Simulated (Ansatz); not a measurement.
Band structure of LuNi4Sn (F-43m, 6 atoms in the cell).

```xyz
6
Lattice="0.0000 3.4822 3.4822 3.4822 0.0000 3.4822 3.4822 3.4822 0.0000" Properties=species:S:1:pos:R:3 pbc="T T T"
Lu     0.0000     0.0000     0.0000
Ni     4.3513     4.3513     4.3513
Ni     4.3513     2.6131     2.6131
Ni     2.6131     2.6131     4.3513
Ni     2.6131     4.3513     2.6131
Sn     1.7411     1.7411     1.7411
```

Method of the run: LDA (PW92), PAW files made with PBE (plane waves; Ansatz, a program for electronic structure).

Settings: kpoints.mp_grid.grid = 6 6 6; hamiltonian.xc = lda; hamiltonian.pseudopotentials = {kind: paw} (the program's default PAW files); scf.occupations.method = gaussian; scf.occupations.width = 0.136 eV; kpoints.band_path.npoints = 8.

The starting cell comes from a database of computed structures (which also holds hypothetical and non-ambient phases and stackings), without a prior relaxation at this level. Its lattice was rescaled by a random factor within 2.5 % of one. Spin-orbit coupling is off. Spin polarisation is off.

Levels in eV from the Fermi level, bands 53 to 60:
| point | 53 | 54 | 55 | 56 | 57 | 58 | 59 | 60 |
|---|---|---|---|---|---|---|---|---|
| Γ | -0.72 | -0.59 | 0.06 | 0.06 | 0.06 | 0.66 | 0.66 | 1.58 |
| X | -0.87 | -0.87 | -0.81 | 0.35 | 0.56 | 0.56 | 2.94 | 3.04 |
| W | -0.65 | -0.63 | -0.61 | -0.33 | 0.57 | 2.12 | 2.33 | 2.53 |
| K | -0.79 | -0.68 | -0.62 | -0.22 | 0.50 | 1.66 | 2.49 | 3.07 |
| L | -0.80 | -0.08 | 0.06 | 0.06 | 0.06 | 1.40 | 2.21 | 2.21 |
| U | -0.79 | -0.68 | -0.62 | -0.22 | 0.50 | 1.66 | 2.49 | 3.07 |

Bands cross the Fermi level along this path, so the cell is metallic at this level.

Keys are those of Ansatz 0.2.
